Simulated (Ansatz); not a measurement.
An Ansatz (a quantum-chemistry and plane-wave program) run: CoSi with a change (Co → Ti); DFT with r2SCAN, PAW potentials and a 500 eV plane-wave cutoff in Ansatz, no spin-orbit coupling.

Input:

Ansatz 0.2 input:
```yaml
crystal:
  lattice:
    - [4.9594603315, 0, 0]
    - [0, 4.9594603315, 0]
    - [0, 0, 4.9594603315]
  atoms:
    - { symbol: Ti, position: [0.1430927906, 0.1430927906, 0.1430927906] }
    - { symbol: Ti, position: [0.6430927906, 0.3569072094, 0.8569072094] }
    - { symbol: Ti, position: [0.8569072094, 0.6430927906, 0.3569072094] }
    - { symbol: Ti, position: [0.3569072094, 0.8569072094, 0.6430927906] }
    - { symbol: Si, position: [0.8432188734, 0.8432188734, 0.8432188734] }
    - { symbol: Si, position: [0.3432188734, 0.6567811266, 0.1567811266] }
    - { symbol: Si, position: [0.1567811266, 0.3432188734, 0.6567811266] }
    - { symbol: Si, position: [0.6567811266, 0.1567811266, 0.3432188734] }
basis: { ecutwfc: 500, ecutrho_ratio: 4, xc_grid: 4, fft_grid_basis: typed }
kpoints: { mp_grid: { grid: [10, 10, 10] } }
hamiltonian:
  xc: r2scan
  dispersion: none
  pseudopotentials: { kind: paw }
scf: { occupations: { method: fermi_dirac, width: 0.05 }, convergence: { dr2_threshold: 0.0000000008 } }
output: { forces: true, stress: true }
checkpoint: { write: state.ck, write_every: 1000 }
```

Output (explanatory and most iteration lines left out):

```
Pseudopotential: Ti, paw, valence charge 12
Pseudopotential: Si, paw, valence charge 4
Crystal: 8 atoms, lattice volume = 121.984 Å³
Basis set: ecut = 500 eV, 3071 PW (Γ), exchange–correlation on 160×160×160 points (64 copies of the dense FFT grid, shifted against one another)
Bands: 40, of which v1, the nominal top of the filled ones, is band 32 counted from 1 (31 counted from 0)
Symmetry: 12 space group operations
Space group: P213 (ITA 198), of the structure as read, at distance tolerance 5.0e-5 Å
k-points: 76 of 1000 (time reversal used)
Functional: x = r2scan, c = r2scan; τ floored in thin density (d = 2e-4 eV/Å³)
SCF iter   1: F=—  HF=-12577.484213 eV  |F-HF|=—  |Δ(HF+E_count)|=         —  Δρ=1.20e-2  dr2=1.69e-1  dr2_τ=6.14e-2  ethr=1.77e-3  ⟨swp⟩=6.2  Hψ=12974  notcnv=0  defer=8
SCF iter   2: F=—  HF=-12577.617468 eV  |F-HF|=—  |Δ(HF+E_count)|=   1.33e-1  Δρ=3.90e-3  dr2=1.44e-2  dr2_τ=2.43e-3  ethr=2.64e-4  ⟨swp⟩=3.0  Hψ=6728  notcnv=0  defer=69
SCF 1 converged in 9 iterations: F = -12577.622059 eV  dr2 = 2.67e-10
SCF converged after 9 iterations
Free energy (F): -12577.622059 eV
Internal energy: -12577.563967 eV  (E = F + TS)
E sigma→0 (E₀):  -12577.593013 eV
Entropy (-TS):   -0.058091 eV (-7.261 meV/atom)
Fermi energy:    12.095205 eV
--- Forces (eV/Å), atoms counted from 1 ---
  atom   1  Ti     0.00102339     0.00102339     0.00102339
  atom   2  Ti     0.00102339    -0.00102339    -0.00102339
  atom   3  Ti    -0.00102339     0.00102339    -0.00102339
  atom   4  Ti    -0.00102339    -0.00102339     0.00102339
  atom   5  Si    -0.00061489    -0.00061489    -0.00061489
  atom   6  Si    -0.00061489     0.00061489     0.00061489
  atom   7  Si     0.00061489    -0.00061489     0.00061489
  atom   8  Si     0.00061489     0.00061489    -0.00061489
--- Stress (GPa, compression-positive) ---
        0.003482      -0.000000       0.000000
       -0.000000       0.003482       0.000000
        0.000000       0.000000       0.003482
  P = ⅓ Tr σ = 0.0035 GPa (0.035 kbar)
```

Whether these cells are dynamically stable was not tested. The final runs are not spin-polarised. The cell was made from CoSi by this change: Co → Ti; the result is a hypothetical phase, not in the database extracts checked. TiSi has a high density of states at the Fermi level and may be magnetic at this level.
